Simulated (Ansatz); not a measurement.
Abridged Ansatz (a first-principles code) output:

```
Relaxation: its limit of steps is 50 (relax.max_steps)
Pseudopotential: Li, paw, valence charge 3
Pseudopotential: Cl, paw, valence charge 7
Crystal: 2 atoms, lattice volume = 32.307 Å³
Basis set: ecut = 420 eV, 609 PW (Γ), exchange–correlation on 48×48×48 points (8 copies of the dense FFT grid, shifted against one another)
Bands: 9, of which v1, the nominal top of the filled ones, is band 5 counted from 1 (4 counted from 0)
Symmetry: 16 space group operations
k-points: 126 of 1331
Functional: x = pbesol(κ = 0.804, μ = 0.12345679012345678), c = pbesol(β = 0.046)
SCF iter   1: F=—  HF=-1267.483826 eV  |F-HF|=—  |Δ(HF+E_count)|=         —  Δρ=3.90e-3  dr2=6.41e-3  ethr=1.77e-3  ⟨swp⟩=6.6  Hψ=8253  notcnv=0
SCF iter   2: F=—  HF=-1267.481279 eV  |F-HF|=—  |Δ(HF+E_count)|=   2.55e-3  Δρ=1.20e-3  dr2=2.52e-4  ethr=6.41e-5  ⟨swp⟩=2.4  Hψ=2664  notcnv=0
SCF 1 converged in 6 iterations: F = -1267.481227 eV  dr2 = 1.45e-11
relax step   1: F+E_penalty+E_count = -1267.48122692 eV  Δ(F+E_penalty+E_count) = +0.000e0 eV  max|allowed force component| = 1.676e-30 eV/Å  Δτ_max = 0.0000 Å  (6 SCF iters, accepted)
SCF converged after 6 iterations
Free energy (F): -1267.481227 eV
Internal energy: -1267.481227 eV  (E = F + TS)
E sigma→0 (E₀):  -1267.481227 eV
Fermi energy:    5.323838 eV
--- Forces (eV/Å), atoms counted from 1 ---
  atom   1  Li    -0.00000000    -0.00000000    -0.00000000
  atom   2  Cl     0.00000000     0.00000000    -0.00000000
--- Stress (GPa, compression-positive) ---
        0.108454       0.000000       0.000000
        0.000000       0.108454      -0.000000
        0.000000       0.000000       0.328414
  P = ⅓ Tr σ = 0.1818 GPa (1.818 kbar)
--- Relaxed structure (1 steps of the walk, 1 accepted, 0 SCFs on fresh bases) ---
  atoms:
    - { symbol: Li, position: [0.0, 0.0, 0.0] }
    - { symbol: Cl, position: [0.5, 0.5, 0.5] }
```

What was computed, and what are the main results?

LiCl, 2 atoms in the cell, with PBEsol (Ansatz; PAW; 420 eV plane waves; no spin-orbit coupling). The last SCF converged to F = -1267.481227 eV, or -633.7406 eV per atom, at a pressure of 0.18 GPa. The total energy compares only with runs of the same code, potentials and settings.

The cells carry an imposed strain or load. Stability against distortions was not tested. The cell was made from LiCl in the rock salt structure (space group Fm-3m, No. 225) by this change: uniaxial strain ε_zz = −0.50 %.

Keys are those of Ansatz 0.2.
